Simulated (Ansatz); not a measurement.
Antifluorite Be2C was calculated with G0W0@HSE06 in Ansatz (hard PAW, contour deformation).

The same calculation (at the measured cell, 6.812 Å³/atom) with different numerical settings; throughout: k mesh 2×2×2:

| run | response cutoff (eV) | empty bands | quasiparticle gap on the mesh (eV) | quasiparticle gap at Γ (eV) | rough time |
|---|---|---|---|---|---|
| 1 | 100 | 85 | 1.340 | 4.639 | 20 core-s |
| 2 | 150 | 157 | 1.495 | 4.769 | 30 core-s |
| 3 | 200 | 241 | 1.549 | 4.820 | 40 core-s |
| 4 | 250 | 337 | 1.580 | 4.850 | 60 core-s |
| 5 | 300 | 443 | 1.598 | 4.871 | 70 core-s |
| 6 | 400 | 682 | 1.620 | 4.896 | 3 core-min |
| 7 | 500 | 953 | (withheld) | (withheld) | 4 core-min |

### Question
Some entries are withheld; supply them.

### Answer

- 7, quasiparticle gap on the mesh (eV): 1.630
- 7, quasiparticle gap at Γ (eV): 4.909

In the column quasiparticle gap on the mesh (eV) the first row differs from the last by -0.290 and the next to last by -0.010.

The last row is no converged limit: other settings stay fixed.

Note: GW on a hybrid start was not checked against another program.

Ansatz is an electronic-structure program.
